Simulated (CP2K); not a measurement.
CP2K is run on ZrCuGe (Pnma, 12 atoms in the cell), and the run fails. The aim is a self-consistent single point with DFT PBEsol, GPW, DZVP-MOLOPT-SR-GTH basis, GTH-PBE potentials (GTH_POTENTIALS).

Cell that was meant: a = 6.5591 Å, b = 3.9935 Å, c = 7.3754 Å, α = 90.00°, β = 90.00°, γ = 90.00°.

Part of the input:

```
  METHOD Quickstep
  STRESS_TENSOR ANALYTICAL
  &DFT
    BASIS_SET_FILE_NAME BASIS_MOLOPT_SR
    POTENTIAL_FILE_NAME GTH_POTENTIALS
    &QS
      METHOD GPW
```

Output (repeated stretches shortened):

```
 GLOBAL| Method name                                                        CP2K
 GLOBAL| Project name                                                        scf
 GLOBAL| Run type                                                   ENERGY_FORCE

 CELL| Volume [angstrom^3]:                                           193.189671
 CELL| Vector a [angstrom]:       6.559     0.000     0.000   |a| =     6.559140
 CELL| Vector b [angstrom]:       0.000     3.993     0.000   |b| =     3.993490
 CELL| Vector c [angstrom]:       0.000     0.000     7.375   |c| =     7.375380
 CELL| Angle (b,c), alpha [degree]:                                    90.000000
 CELL| Angle (a,c), beta  [degree]:                                    90.000000
 CELL| Angle (a,b), gamma [degree]:                                    90.000000
 CELL| Numerically orthorhombic:                                             YES
 CELL| Periodicity                                                           XYZ

 *******************************************************************************
 *   ___                                                                       *
 *  /   \                                                                      *
 * [ABORT]                                                                     *
 *  \___/   The specified OLD file <BASIS_MOLOPT_SR> cannot be opened. It does *
 *    |      not exist. *
 *  O/|
 * /| |
 * / \                                                   common/cp_files.F:406 *
 *******************************************************************************

 ===== Routine Calling Stack =====

            3 read_qs_kind
            2 create_qs_kind_set
            1 CP2K
Abort(1) on node 0 (rank 0 in comm 0): application called MPI_Abort(MPI_COMM_WORLD, 1) - process 0
```

### Question
From the messages shown, name the fault and mend the input.

### Answer
The fault is a potential or basis that cannot be found. The input names a file or set that is not where the program looks, or that does not exist under that name. To fix it, correct the name or place the file. The program stopped before any SCF iteration.

An input that runs soundly differs in these lines (not the only fix; some lines may just follow from the change or write a value another way):
```diff
-    BASIS_SET_FILE_NAME BASIS_MOLOPT_SR
+    BASIS_SET_FILE_NAME BASIS_MOLOPT
```

With that input, the run converged in 14 iterations: free energy E − TS -10780.6608 eV; Fermi level (on the code's own zero) 9.72 eV; pressure -0.14 GPa; largest force (vector length) 0.060 eV/Å (DFT PBEsol, GPW, DZVP-MOLOPT-SR-GTH basis, GTH-PBE potentials (GTH_POTENTIALS)).

On the sound input: the starting cell comes from a database of computed structures (which also holds hypothetical and non-ambient phases and stackings), without a prior relaxation at this level. Spin polarisation is off. Values carry the incompleteness of an atom-centred basis. The potentials were made for another functional than the one used.
